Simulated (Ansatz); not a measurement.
Candidates (primitive cells; geometry: cell and atoms relaxed with PBEsol):
A. BN (F-43m), a = b = c = 2.550 Å, α = β = γ = 60.00°
B. InP (F-43m), a = b = c = 4.157 Å, α = β = γ = 60.00°
C. BP (F-43m), a = 3.196 Å, b = 3.196 Å, c = 3.196 Å, α = 60.00°, β = 60.00°, γ = 60.00°
D. BeS (F-43m), a = b = c = 3.4209 Å, α = β = γ = 60.00°
E. ZnSe (F-43m), a = b = c = 3.9833 Å, α = β = γ = 60.00°

### Question
Rank these by band gap (lowest first), as r2SCAN, rigid bands run with Ansatz (a first-principles code) gives it.

### Answer
B (1.11 eV), C (1.40 eV), E (1.94 eV), D (3.55 eV), A (5.01 eV)

Spin-orbit coupling is left out.
